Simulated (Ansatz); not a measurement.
The parent structure is ZrB₂ (space group P6/mmm, No. 191; relaxed with 0.1 eV smearing).

```xyz
3
Lattice="3.1714 0.0000 0.0000 -1.5857 2.7465 0.0000 0.0000 0.0000 3.5418" Properties=species:S:1:pos:R:3 pbc="T T T"
Zr     0.0000     0.0000     0.0000
B      1.5857     0.9155     1.7709
B      0.0000     1.8310     1.7709
```

Cartesian axes are those of the cell as printed.

The values are results of Ansatz (a program for electronic structure), PBE, PAW, cutoff 420 eV, no spin-orbit coupling, not measurements.

The change: tensile biaxial strain of 3.00 % in the plane normal to [001], as in epitaxy on a mismatched substrate; the out-of-plane cell vector and the atoms relax.

Question: How does this affect the out-of-plane strain?

Answer: The out-of-plane strain comes out as -1.63 %.

No phonon test of stability was made. All final runs are without spin polarisation.
